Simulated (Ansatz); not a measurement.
Pressure series in Mo

Start from Mo in the bcc (W type) structure (space group Im-3m, No. 229; a = 3.161 Å).

Cell and atoms are relaxed at each pressure.

Levels (all Ansatz, a quantum-chemistry and plane-wave program, PAW, earlier PAW set): PBE (420 eV, no SOC); r2SCAN (500 eV, scalar-relativistic without spin-orbit coupling).

The base cell above is that of PBE; each level relaxes its own structures.

| case | lattice parameter a, PBE | lattice parameter a, r2SCAN |
|---|---|---|
| pressure −2 GPa | 316.9 pm | ? |
| pressure −1 GPa | 316.5 pm | 315.5 pm |
| pressure 1.8 GPa | 315.4 pm | 314.4 pm |
| pressure 4.2 GPa | 314.4 pm | 313.5 pm |
| pressure 9 GPa | 312.7 pm | ? |
| pressure 18 GPa | 309.7 pm | 309.0 pm |
| pressure 30 GPa | 306.3 pm | ? |
| pressure 45 GPa | 302.6 pm | ? |
| pressure 60 GPa | 299.3 pm | 298.9 pm |

### Question
What belongs in the blanks?

### Answer

- pressure −2 GPa, lattice parameter a, r2SCAN: 315.9 pm
- pressure 9 GPa, lattice parameter a, r2SCAN: 311.8 pm
- pressure 30 GPa, lattice parameter a, r2SCAN: 305.7 pm
- pressure 45 GPa, lattice parameter a, r2SCAN: 302.0 pm

PBE lies above r2SCAN in every row, by 0.4 pm to 1.0 pm. They put the cases in the same order.

Load acts through the strain it causes; cell and atoms are relaxed under it. No phonon test of stability was made. Competing high-pressure phases were not computed. The final runs are not spin-polarised.
